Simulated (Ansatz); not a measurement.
Mg, response to strain

The parent structure is Mg in the hcp (Mg type) structure (space group P6_3/mmc, No. 194; relaxed with 0.1 eV smearing).

```xyz
2
Lattice="3.1751 0.0000 0.0000 -1.5876 2.7497 0.0000 0.0000 0.0000 5.1628" Properties=species:S:1:pos:R:3 pbc="T T T"
Mg     1.5876     0.9166     1.2907
Mg     0.0000     1.8332     3.8721
```

Cartesian axes are those of the cell as printed.

Strains are applied to the cell and any free atomic positions relax.

Computed with Ansatz (an electronic-structure program) PBEsol, spin-orbit coupling left out.

Notes on the quantities. energy relative to the base: free energy F; pressure: mean of the normal stresses, compression positive.

| change | energy relative to the base | volume per atom | pressure |
|---|---|---|---|
| base | 0 meV/atom | 22.54 Å³ | 0.0 GPa |
| uniaxial strain ε_xx = −3.00 % | +4.7 meV/atom | 21.86 Å³ | ? |
| uniaxial strain ε_xx = −2.50 % | +3.2 meV/atom | 21.97 Å³ | 1.0 GPa |
| uniaxial strain ε_xx = −2.00 % | +2.0 meV/atom | 22.09 Å³ | ? |
| uniaxial strain ε_xx = −1.50 % | +1.1 meV/atom | 22.20 Å³ | 0.6 GPa |
| uniaxial strain ε_xx = −1.00 % | +0.5 meV/atom | 22.31 Å³ | 0.4 GPa |
| uniaxial strain ε_xx = +1.50 % | +1.0 meV/atom | 22.88 Å³ | -0.5 GPa |
| uniaxial strain ε_xx = +2.00 % | +1.8 meV/atom | 22.99 Å³ | -0.7 GPa |
| uniaxial strain ε_xx = +2.50 % | ? | 23.10 Å³ | -0.9 GPa |
| uniaxial strain ε_xx = +3.00 % | +3.9 meV/atom | 23.21 Å³ | -1.0 GPa |

Q: Some entries are withheld; estimate them.

A: 
- uniaxial strain ε_xx = −3.00 %, pressure: 1.2 GPa
- uniaxial strain ε_xx = −2.00 %, pressure: 0.8 GPa
- uniaxial strain ε_xx = +2.50 %, energy relative to the base: +2.7 meV/atom

Whether these cells are dynamically stable was not tested.
